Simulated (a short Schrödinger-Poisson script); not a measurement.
Structure: symmetric double-gate stack, SiO2 on p-type Si(100), at 300 K.

```
layer  material  thickness (nm)  Na (cm⁻³)
-----  --------  --------------  ---------
1          SiO2             1.7          -
2            Si              20       9e17
3          SiO2             1.7          -
```

Constants are typed, rounded textbook-type inputs, not results; the design itself was drawn at random and stands for no fabricated device. SiO2: permittivity 3.9, conduction-band edge (eV) 3.15, gap (eV) 9, electron mass (mₑ) 0.5. Si: permittivity 11.7, conduction-band edge (eV) 0, gap (eV) 1.124, Nv at 300 K (cm⁻³) 3.1e19.

Channel valleys (confinement mass, in-plane density-of-states mass, number): Δ2 0.916, 0.19, 2; Δ4 0.19, 0.417, 4. At the gates, both at one voltage, the conduction-band edge of layer 1 lies 3.58 eV − eVg above the Fermi level of the channel. Gaps are held at their typed values at every temperature. Mesh 0.03 nm at interfaces.

Solved with a short Schrödinger-Poisson script written for these runs: 1D Poisson equation in equilibrium, electrons quantum, Hartree (BenDaniel-Duke, 12 states a valley, the channel's in-plane mass for all, wave functions ending at the dielectric), parabolic valleys, classical holes, full ionisation, no traps, pinning or gate leakage.

The same stack at other levels of the model or other numerical settings:

```
run                                          sheet density of all electrons at Vg = 1.15 V (cm⁻²)  sheet density of all electrons at Vg = 0.55 V (cm⁻²)  capacitance of both gates at Vg = 1.15 V (μF/cm²)  gate voltage at 1e11 electrons/cm² (V)  rough cost against the base
-------------------------------------------  ----------------------------------------------------  ----------------------------------------------------  -------------------------------------------------  --------------------------------------  ---------------------------
base                                                                                      1.21e13                                               1.46e12                                               3.14                                    0.40                      about 1
electrons treated as classical, Boltzmann                                                 1.51e13                                               2.06e12                                                ___                                    0.38                         0.03
electrons treated as classical, Fermi-Dirac                                                   ___                                               2.04e12                                                ___                                    0.38                          0.1
mesh six times as coarse                                                                  1.21e13                                               1.46e12                                               3.14                                    0.40                          0.2
```

Some entries are withheld; supply them.


- electrons treated as classical, Fermi-Dirac, capacitance of both gates at Vg = 1.15 V (μF/cm²): 3.56
- electrons treated as classical, Fermi-Dirac, sheet density of all electrons at Vg = 1.15 V (cm⁻²): 1.45e13
- electrons treated as classical, Boltzmann, capacitance of both gates at Vg = 1.15 V (μF/cm²): 3.75

The classical rows ignore confinement, and Boltzmann statistics overrate the density once the band edge passes the Fermi level.
